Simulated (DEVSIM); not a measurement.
Device: Pd/Al2O3/p-Ge capacitor, at 250 K.

Layer 1 from the left is Al2O3, thickness (nm) 9.20. Layer 2 from the left is Ge, thickness (nm) 14000, Na (cm⁻³) 1.9e15.

Metal gate on the left, work function 5.2 eV. Fixed charge at the semiconductor interface -5.1e10 cm⁻² (in units of +e); no interface traps.

Constants are typed, rounded textbook-type inputs, not results; the design itself was drawn at random and stands for no fabricated device. Values at 300 K; Nc and Nv go as T^1.5, mobilities as T to minus their exponent, the gap by Varshni's rule with the affinity fixed.

Al2O3: gap (eV) 6.8, affinity (eV) 1.35, permittivity 9. Ge: gap (eV) 0.664, affinity (eV) 4, permittivity 16, Nc (cm⁻³) 1.04e19, Nv (cm⁻³) 6e18, Varshni α (eV/K) 0.000477, Varshni β (K) 235.

Q: Estimate by hand the flat-band voltage, the threshold voltage, and compare with a numerical solution.

A: 
- Flat-band voltage: C = 0.866 μF/cm², work-function difference 0.685 V; VFB = φms − qNf/C = 0.69 V; numerical 0.69 V.
- Threshold voltage: φF = 0.168 V, depletion charge √(4εqNφF) = 1.70e-8 C/cm²; VT = VFB + 2φF + Qd/C = 1.05 V; numerical 1.05 V.

Model (solved in DEVSIM): 1D Poisson equation in equilibrium, Boltzmann statistics, complete ionisation; no quantum confinement or tunnelling. Metal contacts follow the ideal Schottky-Mott rule: no Fermi-level pinning, no interface dipoles.
